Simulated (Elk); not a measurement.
Band structure of Bi (P2_1/m, 4 atoms in the cell).

```
Bi
1.0
    4.51733     0.00000     0.00000
    0.00000     4.48236     0.00000
   -1.48056     0.00000     6.50406
Bi
4
Direct
  0.85569   0.25000   0.78518
  0.14431   0.75000   0.21482
  0.67717   0.25000   0.31790
  0.32283   0.75000   0.68210
```

Method: LDA (PW92), all-electron FP-LAPW, Elk's shipped species files, APW+lo basis with extra local orbitals in Elk.

Settings: xctype = 3; rgkmax = 7.5; stype = 0; swidth = 0.00499791 Ha; ngridk = 5 4 3; gmaxvr = 16 1/bohr; nxlo = 2; lorbcnd = true; rmtscf = 0.97; lmaxi = 3.

The starting cell comes from a database of computed structures (which also holds hypothetical and non-ambient phases and stackings), without a prior relaxation at this level. Its lattice was rescaled by a random factor within 2.5 % of one. Spin-orbit coupling is off. Values depend on the basis (sphere radii, cutoffs, local orbitals), which need not be converged.

Levels in eV from the Fermi level, bands 27 to 34:
```json
[
 {"point": "Γ", "27": "-2.81", "28": "-2.00", "29": "-1.06", "30": "-0.59", "31": "2.67", "32": "2.97", "33": "2.98", "34": "3.45"},
 {"point": "Y", "27": "-2.26", "28": "-2.08", "29": "-2.05", "30": "-1.27", "31": "0.64", "32": "2.85", "33": "3.04", "34": "3.09"},
 {"point": "H", "27": "-1.56", "28": "-0.90", "29": "-0.69", "30": "-0.48", "31": "-0.14", "32": "0.00", "33": "0.42", "34": "1.37"},
 {"point": "C", "27": "-1.35", "28": "-0.95", "29": "-0.72", "30": "-0.45", "31": "0.10", "32": "0.31", "33": "0.77", "34": "1.19"},
 {"point": "E", "27": "-4.01", "28": "-4.01", "29": "-1.16", "30": "-1.16", "31": "0.99", "32": "0.99", "33": "4.06", "34": "4.06"},
 {"point": "M1", "27": "-3.66", "28": "-3.66", "29": "-1.57", "30": "-1.57", "31": "1.46", "32": "1.46", "33": "3.01", "34": "3.01"},
 {"point": "A", "27": "-3.64", "28": "-3.64", "29": "-2.23", "30": "-2.23", "31": "1.16", "32": "1.16", "33": "4.66", "34": "4.66"},
 {"point": "X", "27": "-1.19", "28": "-1.11", "29": "-0.89", "30": "-0.77", "31": "0.55", "32": "0.86", "33": "1.13", "34": "1.43"},
 {"point": "H1", "27": "-1.56", "28": "-0.90", "29": "-0.69", "30": "-0.48", "31": "-0.14", "32": "0.00", "33": "0.42", "34": "1.37"}
]
```

Bands cross the Fermi level along this path, so the cell is metallic at this level.
